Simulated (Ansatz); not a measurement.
The parent structure is ZnSnN$_{2}$ (space group Pna2_1, No. 33).

```xyz
16
Lattice="5.8336 0.0000 0.0000 0.0000 6.7131 0.0000 0.0000 0.0000 5.4667" Properties=species:S:1:pos:R:3 pbc="T T T"
Zn     3.4010     5.8735     5.4616
Zn     2.4326     0.8396     2.7283
Zn     5.3494     2.5170     2.7283
Zn     0.4842     4.1961     5.4616
Sn     3.4325     2.5183     5.4631
Sn     2.4011     4.1948     2.7297
Sn     5.3179     5.8749     2.7297
Sn     0.5157     0.8382     5.4631
N      3.4034     2.5048     2.0742
N      2.4302     4.2084     4.8075
N      5.3470     5.8613     4.8075
N      0.4866     0.8518     2.0742
N      3.3768     5.8872     2.0345
N      2.4568     0.8259     4.7679
N      5.3736     2.5307     4.7679
N      0.4600     4.1824     2.0345
```

Cartesian axes are those of the cell as printed.

Computed with Ansatz (a program for electronic structure) PBEsol, no spin-orbit coupling.

For the base:

* **Band gap**: 0.15 eV
* **Volume per atom**: 13.38 Å³

The change: compressive biaxial strain of 0.73 % in the plane normal to [001], as in epitaxy on a mismatched substrate; the out-of-plane cell vector and the atoms relax.

Task: Predict the new band gap and volume per atom.

Result: The band gap shrinks by 0.01 eV to 0.14 eV; the volume per atom drops by 0.13 Å³ (13.38 Å³ → 13.25 Å³).

Stability against distortions was not tested. The zero or small gap of ZnSnN2 can change with the level of theory.
